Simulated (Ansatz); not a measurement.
## Zr under a change: tensor shear ε_yz = −1.20 %

Base system: Zr in the hcp (Mg type) structure (space group P6_3/mmc, No. 194; a = 3.244 Å, c = 5.158 Å; relaxed with 0.1 eV smearing). Axes: x lies along a and z along c of the hexagonal cell.

The change: tensor shear ε_yz = −1.20 % (engineering shear γ = -0.0240), atoms relaxed at fixed cell.

Level of theory: r2SCAN/PAW in Ansatz (a quantum-chemistry and plane-wave program), without spin-orbit coupling. k-mesh 20×20×11 (Γ-centred); smearing 0.1 eV (Fermi–Dirac).

- Volume per atom: 23.51 Å³ (base 23.51 Å³)
- Space group: C2/m (No. 12) (base P6_3/mmc (No. 194))
- Shortest interatomic distance: 3.151 Å (base 3.187 Å)
- Energy relative to the base (free energy F): +1.3 meV/atom
- Band gap: zero (base zero)
- Stress (xx, yy, zz, yz, xz, xy; compression positive): (0.0, 0.0, 0.0, 0.7, 0.0, 0.0) GPa

Cost of the whole job for the changed cell (relaxation, final SCF and bands): very roughly 3.0 core-minutes.

The cells carry an imposed strain or load. Whether these cells are dynamically stable was not tested. All final runs are without spin polarisation.
